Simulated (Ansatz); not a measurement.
The parent structure is Ge in the diamond structure (space group Fd-3m, No. 227; a = 5.6744 Å). Axes: x, y, z lie along the cube axes.

All numbers come from Ansatz (a program for electronic structure) r2SCAN, scalar-relativistic without spin-orbit coupling.

For the base:

| Item | Result |
|---|---|
| Band gap | 0.36 eV |
| Gap character | direct at Γ |
| Pressure | 0.01 GPa |

Modification: the cell is compressed by 2.50 % along z with no lateral relaxation, atoms relaxed at fixed cell.

Task: Predict the new energy relative to the base, band gap, hole mass, gap character and pressure.

Result: The energy increases by 5.8 meV/atom; the band gap grows by 0.01 eV to 0.37 eV; the hole mass is 0.022 mₑ along z, 0.20 mₑ across (at Γ); the gap character changes from direct at Γ to indirect, Γ → N; the pressure (mean of the normal stresses, compression positive) rises by 1.91 GPa to 1.92 GPa.

The cells carry an imposed strain or load. Effective masses come from finite differences of ±0.01 Å⁻¹. No phonon test of stability was made. The real Ge has an indirect gap at ambient pressure; r2SCAN orders its close-lying valleys differently. Labels are those of the standard path for the cell's own space group.
